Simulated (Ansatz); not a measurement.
## TiO2 under a change: O → C

Consider TiO$_{2}$ in the rutile structure (space group P4_2/mnm, No. 136; a = 4.591 Å, c = 2.939 Å).

One thing is altered: every O is replaced by C, then cell and atoms are relaxed.

Calculations: PBEsol (Ansatz, a quantum-chemistry and plane-wave program, PAW, spin-orbit coupling left out). Settings: 10×10×15 k-points, 0.05 eV Fermi–Dirac smearing, for the changed cell.

```tsv
quantity	base	changed	shift
volume per atom	10.33 Å³	12.40 Å³	+2.07 Å³
c/a ratio	0.640	0.627	-0.013
space group	P4_2/mnm (No. 136)	P4_2/mnm (No. 136)	–
shortest interatomic distance	1.942 Å	2.051 Å	+0.109 Å
band gap	1.87 eV	zero	–
```

Final structure:

```xyz
6
Lattice="4.9141 0.0000 0.0000 0.0000 4.9141 0.0000 0.0000 0.0000 3.0799" Properties=species:S:1:pos:R:3 pbc="T T T"
Ti     0.0000     0.0000     0.0000
Ti     2.4571     2.4571     1.5399
C      1.4501     1.4501     0.0000
C      3.9071     1.0070     1.5399
C      1.0070     3.9071     1.5399
C      3.4640     3.4640     0.0000
```

Stability against distortions was not tested. As relaxed here, TiC2 is a hypothetical phase, not in the database extracts checked. The final runs are not spin-polarised. TiC2 has a high density of states at the Fermi level and may be magnetic at this level.
